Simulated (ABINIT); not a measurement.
Several settings converged on NiAl (P4mm, 2 atoms in the cell)

```
NiAl
1.0
    2.88133     0.00000     0.00000
    0.00000     2.88133     0.00000
    0.00000     0.00000     2.88133
Al Ni
1 1
Direct
  0.50000   0.50000   0.51735
  0.00000   0.00000   0.00000
```

Base method: LDA (PW92), PAW (JTH v2.0 LDA PAW) (plane waves; ABINIT).

Base settings: pseudos = [Al.LDA_PW-JTH.xml, Ni.LDA_PW-JTH.xml]; ecut = 60 Ry; pawecutdg = 120 Ry; pawxcdev = 0; ixc = 7; occopt = 3; tsmear = 0.1 eV; ngkpt = 5 5 5; nshiftk = 1; shiftk = 0 0 0.

The count of work is k-points × plane waves × bands × iterations; it is no time. Core times come from one kind of shared machine, to one figure; runs under 30 s give none.

**The k-point mesh**

The second cell is the first with its lattice scaled by 0.98.

Only quantities that move along the ladder and can be compared are tabulated.

| ngkpt | free energy less the last step's (meV/atom) | energy of the compressed cell less the first (meV/atom) | pressure (GPa) | largest difference of a force vector from the last step's (eV/Å) | count of work / last | core time / last (rough) |
|---|---|---|---|---|---|---|
| 2 2 2 | -13.11 | -3.31 | -11.52 | 0.078 | 0.014 | – |
| 4 4 4 | -20.03 | -19.99 | -15.45 | 0.008 | 0.085 | – |
| 5 5 5 | 10.77 | -9.42 | -13.80 | 0.001 | 0.086 | 0.2 |
| 7 7 7 | -5.97 | -13.66 | -14.52 | 0.001 | 0.20 | 0.3 |
| 9 9 9 | 1.80 | -13.64 | -14.46 | 0.000 | 0.33 | 0.7 |
| 10 10 10 | -1.66 | -13.54 | -14.49 | 0.000 | 0.64 | 0.7 |
| 12 12 12 | 0.00 | -13.17 | -14.37 | 0.000 | 1.0 | 1 |

Coarsest ngkpt that holds the forces within 0.005 eV/Å of the last step, with all finer ones: 5 5 5, at 0.086 of the last step's count of work and about 0.2 of the last step's time; the step before is off by 0.008 eV/Å.

Coarsest ngkpt that holds the pressure within 1 GPa of the last step, with all finer ones: 5 5 5, at 0.086 of the last step's count of work and about 0.2 of the last step's time; the step before is off by 1.1 GPa.

Coarsest ngkpt that holds the free energy within 5 meV/atom of the last step, with all finer ones: 9 9 9, at 0.33 of the last step's count of work; the step before is off by 6.0 meV/atom.

**The k-point mesh at a smearing width of 0.02 eV**

In this ladder: tsmear = 0.02 eV.

Only quantities that move along the ladder and can be compared are tabulated.

| ngkpt | free energy less the last step's (meV/atom) | pressure (GPa) | largest difference of a force vector from the last step's (eV/Å) | count of work / last | core time / last (rough) |
|---|---|---|---|---|---|
| 4 4 4 | -17.61 | -15.39 | 0.009 | 0.065 | – |
| 6 6 6 | 13.72 | -14.25 | 0.002 | 0.13 | 0.1 |
| 9 9 9 | 1.56 | -14.62 | 0.001 | 0.24 | 0.3 |
| 10 10 10 | -3.03 | -14.63 | 0.000 | 0.46 | 0.5 |
| 15 15 15 | 0.00 | -14.47 | 0.000 | 1.0 | 1 |

Coarsest ngkpt that holds the forces within 0.005 eV/Å of the last step, with all finer ones: 6 6 6, at 0.13 of the last step's count of work and about 0.1 of the last step's time; the step before is off by 0.009 eV/Å.

Coarsest ngkpt that holds the pressure within 0.5 GPa of the last step, with all finer ones: 6 6 6, at 0.13 of the last step's count of work and about 0.1 of the last step's time; the step before is off by 0.93 GPa.

Coarsest ngkpt that holds the free energy within 5 meV/atom: not settled: the last two steps still differ by 3.0 meV/atom, over half the tolerance, so the ladder does not show it.

**The k-point mesh at a smearing width of 0.3 eV**

In this ladder: tsmear = 0.3 eV.

Only quantities that move along the ladder and can be compared are tabulated.

```csv
ngkpt,free energy less the last step's (meV/atom),pressure (GPa),largest difference of a force vector from the last step's (eV/Å),count of work / last,core time / last (rough)
4 4 4,-3.33,-14.94,0.008,0.065,–
6 6 6,5.67,-13.39,0.001,0.14,0.3
9 9 9,0.56,-13.64,0.000,0.24,0.4
10 10 10,0.33,-13.68,0.000,0.44,1
15 15 15,0.00,-13.67,0.000,1.0,1
```

Coarsest ngkpt that holds the forces within 0.005 eV/Å of the last step, with all finer ones: 6 6 6, at 0.14 of the last step's count of work and about 0.3 of the last step's time; the step before is off by 0.008 eV/Å.

Coarsest ngkpt that holds the pressure within 0.2 GPa of the last step, with all finer ones: 9 9 9, at 0.24 of the last step's count of work and about 0.4 of the last step's time; the step before is off by 0.28 GPa.

Coarsest ngkpt that holds the free energy within 2 meV/atom of the last step, with all finer ones: 9 9 9, at 0.24 of the last step's count of work and about 0.4 of the last step's time; the step before is off by 5.7 meV/atom.

On the base run: the starting cell has typed, rounded lattice constants, without a prior relaxation at this level. Its lattice was rescaled by up to half a per cent. One atom was moved a little off its site on purpose. Spin polarisation is off. In the base run, with a pressure of about -14 GPa the cell is away from its equilibrium volume at this level. Without a gap this mesh is coarse (it stands for a supercell whose shortest vector is 14 Å).
